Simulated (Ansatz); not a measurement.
We consider 1T (CdI2-type) MgI₂, described by PBEsol (plane waves, PAW; Ansatz, a program for electronic structure).

Numerical settings: plane-wave cutoff 500 eV, 12×12×6 k mesh (along the axes of the cell as run), gaussian smearing 0.02 eV, scalar-relativistic PAW data made under PBE.

Computed at the level's own relaxed cell.

Q: Estimate the volume per atom, lattice constant a, lattice parameter c and band gap that the calculation returns.

A: 
* **volume per atom**: 34.59 Å³/atom
* **lattice constant a**: 4.129 Å
* **lattice parameter c**: 7.027 Å
* **band gap**: 3.53 eV (on the SCF k mesh)

Measured, for comparison: lattice constant a 4.14 Å, lattice parameter c 6.88 Å (temperature not stated, copied from a table, unchecked, not corrected to a static lattice; as tabulated in Crystal Structures 1, 239 (1963)). Computed (rounded) less measured: lattice constant a not scored (unchecked), lattice parameter c not scored (unchecked).

Note: the cell comes from a level without a dispersion term, which matters for the spacing of layers, chains or molecules; the cell has widely spaced layers and the level no dispersion term, so their spacing and the moduli can rest on weak binding.

Spin–orbit coupling is not included; with these elements it can move the gap by several tenths of an eV or more.
